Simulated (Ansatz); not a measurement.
An Ansatz (a program for electronic structure) run: a single point on C with a change (uniaxial strain ε_zz = −0.21 %), its geometry relaxed with PBEsol; r2SCAN (Ansatz; PAW; 500 eV plane waves; no spin-orbit coupling).

Input:

Ansatz 0.2 input:
```yaml
crystal:
  lattice:
    - [-2.1781963327, 2.1781963327, 1.2468319408]
    - [2.1781963327, -2.1781963327, 1.2468319408]
    - [2.1781963327, 2.1781963327, -1.2468319408]
  atoms:
    - { symbol: C, position: [0.180296686, 0.180296686, 0.360593372] }
    - { symbol: C, position: [0.180296686, 0.819703314, 0] }
    - { symbol: C, position: [0.819703314, 0.180296686, 0] }
    - { symbol: C, position: [0.819703314, 0.819703314, 0.639406628] }
basis: { ecutwfc: 500, ecutrho_ratio: 4, xc_grid: 4, fft_grid_basis: typed }
kpoints: { mp_grid: { grid: [15, 15, 15] } }
hamiltonian:
  xc: r2scan
  dispersion: none
  pseudopotentials: { kind: paw }
scf: { occupations: { method: fermi_dirac, width: 0.05 }, convergence: { dr2_threshold: 0.0000000004 } }
output: { forces: true, stress: true }
checkpoint: { write: state.ck, write_every: 1000 }
```

Output (explanatory and most iteration lines left out):

```
Pseudopotential: C, paw, valence charge 4
Crystal: 4 atoms, lattice volume = 23.663 Å³
Basis set: ecut = 500 eV, 581 PW (Γ), exchange–correlation on 100×100×100 points (64 copies of the dense FFT grid, shifted against one another)
Bands: 12, of which v1, the nominal top of the filled ones, is band 8 counted from 1 (7 counted from 0)
Symmetry: 16 space group operations
Space group: I4/mmm (ITA 139), of the structure as read, at distance tolerance 2.9e-5 Å
k-points: 288 of 3375
Functional: x = r2scan, c = r2scan; τ floored in thin density (d = 2e-4 eV/Å³)
SCF iter   1: F=—  HF=-1005.243417 eV  |F-HF|=—  |Δ(HF+E_count)|=         —  Δρ=1.08e-2  dr2=1.05e-2  dr2_τ=7.66e-1  ethr=1.77e-3  ⟨swp⟩=6.0  Hψ=20630  notcnv=0
SCF iter   2: F=—  HF=-1005.355329 eV  |F-HF|=—  |Δ(HF+E_count)|=   1.12e-1  Δρ=5.81e-3  dr2=2.07e-3  dr2_τ=1.46e-4  ethr=6.56e-5  ⟨swp⟩=2.0  Hψ=9222  notcnv=0
SCF 1 converged in 6 iterations: F = -1005.356153 eV  dr2 = 3.10e-10
SCF converged after 6 iterations
Free energy (F): -1005.356153 eV
Internal energy: -1005.356153 eV  (E = F + TS)
E sigma→0 (E₀):  -1005.356153 eV
Fermi energy:    14.168336 eV
--- Forces (eV/Å), atoms counted from 1 ---
  atom   1  C      0.00297184     0.00297184     0.00000000
  atom   2  C     -0.00297184     0.00297184    -0.00000000
  atom   3  C      0.00297184    -0.00297184    -0.00000000
  atom   4  C     -0.00297184    -0.00297184     0.00000000
--- Stress (GPa, compression-positive) ---
        2.396076       0.000000      -0.000000
        0.000000       2.396076      -0.000000
        0.000000      -0.000000       4.275704
  P = ⅓ Tr σ = 3.0226 GPa (30.226 kbar)
```

Single points use the geometry relaxed with PBEsol. Stability against distortions was not tested. The cell was made from C (space group I4/mmm, No. 139; a model cell, its experimental status unchecked) by this change: uniaxial strain ε_zz = −0.21 %. This is not the structure that C has at room temperature and ambient pressure.
